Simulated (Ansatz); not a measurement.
Abridged Ansatz (an electronic-structure program) output:

```
Pseudopotential: Pt, paw, valence charge 18
Pseudopotential: Se, paw, valence charge 16
Crystal: 6 atoms, lattice volume = 121.062 Å³
Basis set: ecut = 420 eV, 2311 PW (Γ), exchange–correlation on 48×48×150 points (8 copies of the dense FFT grid, shifted against one another)
Bands: 57, of which v1, the nominal top of the filled ones, is band 50 counted from 1 (49 counted from 0)
Symmetry: 24 space group operations
k-points: 81 of 1125
Functional: x = pbe(κ = 0.804, μ = 0.2195149727645171), c = pbe(β = 0.06672455060314922)
SCF iter   1: F=—  HF=-46928.903560 eV  |F-HF|=—  |Δ(HF+E_count)|=         —  Δρ=3.67e-2  dr2=1.62e0  ethr=3.10e-3  ⟨swp⟩=5.8  Hψ=15096  notcnv=0  defer=1
SCF iter   2: F=—  HF=-46928.651564 eV  |F-HF|=—  |Δ(HF+E_count)|=   2.52e-1  Δρ=1.69e-2  dr2=5.62e-1  ethr=1.62e-3  ⟨swp⟩=3.0  Hψ=9455  notcnv=0  defer=19
SCF 1 converged in 9 iterations: F = -46928.462167 eV  dr2 = 3.71e-10
SCF converged after 9 iterations
Free energy (F): -46928.462167 eV
Internal energy: -46928.433498 eV  (E = F + TS)
E sigma→0 (E₀):  -46928.447833 eV
Entropy (-TS):   -0.028669 eV (-4.778 meV/atom)
Fermi energy:    12.978034 eV
  E_disp       = -2.865296  (pairwise vdW)
--- Forces (eV/Å), atoms counted from 1 ---
  atom   1  Pt     0.00000000    -0.00000000     0.00000000
  atom   2  Pt     0.00000000     0.00000000     0.00000000
  atom   3  Se    -0.00000000    -0.00000000     0.00000008
  atom   4  Se     0.00000000    -0.00000000     0.00000008
  atom   5  Se     0.00000000    -0.00000000    -0.00000008
  atom   6  Se    -0.00000000    -0.00000000    -0.00000008
--- Stress (GPa, compression-positive) ---
       -0.000081      -0.000000       0.000000
       -0.000000      -0.000081       0.000000
        0.000000       0.000000       0.000417
  P = ⅓ Tr σ = 0.0001 GPa (0.001 kbar)
```

What was computed, and what are the main results?

PtSe2, 6 atoms in the cell, with PBE-D3(BJ) (Ansatz; PAW; 420 eV plane waves; scalar-relativistic without spin-orbit coupling), earlier PAW set. The last SCF converged to F = -46928.462167 eV, or -7821.4104 eV per atom, at a pressure of 0.00 GPa. The total energy compares only with runs of the same code, potentials and settings.

No phonon test of stability was made. All final runs are without spin polarisation. The cell is PtSe2 in the 2H-MoS2 type structure (space group P6_3/mmc, No. 194; a hypothetical phase, not in the database extracts checked; layered, stacked along the Cartesian z axis). PtSe2 has a high density of states at the Fermi level and may be magnetic at this level.
